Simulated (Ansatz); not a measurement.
Base system: HgTe in the zinc blende structure (space group F-43m, No. 216; a = 6.510 Å). Axes: x, y, z lie along the cube axes.

All numbers come from PBEsol (Ansatz, an electronic-structure program; PAW; 420 eV plane waves; scalar-relativistic without spin-orbit coupling).

It is then changed as follows: a pure shear with ε_xy = ε_yx = 0.0171, atoms relaxed at fixed cell.

Q: Predict the new valley order.

A: The valley order (the lowest conduction-band minima on the path, energy above the VBM, named in the base's zone) amounts to Γ 0.01 eV; L along [1-1-1] 0.45 eV; L along [111] 0.72 eV.

Q: What happens to the largest internal atomic displacement?

A: The largest internal atomic displacement is 0.024 Å.

Spin-orbit coupling, missing from the scalar runs, can matter with Hg and Te. The cells carry an imposed strain or load. No phonon test of stability was made. The final runs are not spin-polarised.
